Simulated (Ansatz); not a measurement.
The parent structure is GaSb in the zinc blende structure (space group F-43m, No. 216; a = 6.111 Å). Axes: x, y, z lie along the cube axes.

Calculations: plane-wave PAW DFT at the PBEsol level (Ansatz, a first-principles code, 420 eV), no SOC.

Free-standing slabs (2 atom(s) a layer) normal to [110] with 15 Å of vacuum; in-plane cell held at bulk.

One change was made to it. Results:

| quantity | base | after |
|---|---|---|
| band gap | zero | 0.91 eV |
| shortest interatomic distance | 5.001 bohr | 4.923 bohr |

Which change produced these results?
A) 2 layers
B) 1 layer
C) 6 layers
D) 5 layers
E) 7 layers

A, 2 layers. For comparison, the band gap in the other runs: 6 layers gives 0.43 eV; 1 layer gives zero; 7 layers gives 0.29 eV; 5 layers gives 0.43 eV.

With Sb present, leaving out spin-orbit coupling can change the band edges. No phonon test of stability was made. All final runs are without spin polarisation. The zero or small gap of GaSb can change with the level of theory.
